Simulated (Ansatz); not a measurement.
## Sb: element substitutions

Take Sb in the A7 type structure (space group R-3m, No. 166; a = 4.328 Å, c = 11.343 Å (hexagonal axes); layered) as the base.

Each row replaces one element on all its sites; cell and atoms are relaxed.

Computed with r2SCAN+rVV10 (Ansatz, an electronic-structure program, PAW, no spin-orbit coupling).

| variant | density | space group | shortest interatomic distance |
|---|---|---|---|
| base | 6.59 g/cm³ | R-3m (No. 166) | 2.920 Å |
| Sb → Sn | 7.02 g/cm³ | Pm-3m (No. 221) | 3.039 Å |
| Sb → Bi | 9.78 g/cm³ | R-3m (No. 166) | 3.068 Å |
| Sb → Pt | 18.58 g/cm³ | Pm-3m (No. 221) | 2.593 Å |

Whether these cells are dynamically stable was not tested. As relaxed here, Sn and Pt are hypothetical phases, not in the database extracts checked. All final runs are without spin polarisation.
